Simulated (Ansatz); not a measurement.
Functionals compared on a constructed model of the (100) surface of fcc Cu, a pseudomorphic layer of Rh in the host's stacking (bottom of the slab: a bare face, its two planes held), in Ansatz (plane waves, PAW). The structure was relaxed with PBE; the other rows are single points on it. Cutoff 420 eV (500 eV for r2SCAN).

Slab: 7 atoms, 11.3 Å thick at the start; k 15x15x1, smearing 0.1 eV, dipole-corrected; 2 atoms held, the rest relaxed; start symmetry kept, larger cells not searched; no spin, no spin-orbit, no U. It is one candidate, not shown to be the stable structure of the face. These notes are the PBE run's.

| functional | work function of the top face (eV) | rough cost of the single point |
|---|---|---|
| PBE | 5.22 | – |
| RPBE | 5.04 | roughly 30 core-seconds |
| r2SCAN | (withheld) | very roughly 50 core-seconds |

**Question.** What belongs in the gaps?

**Answer.** 
- r2SCAN, work function of the top face (eV): 5.24

Ansatz is an electronic-structure program.
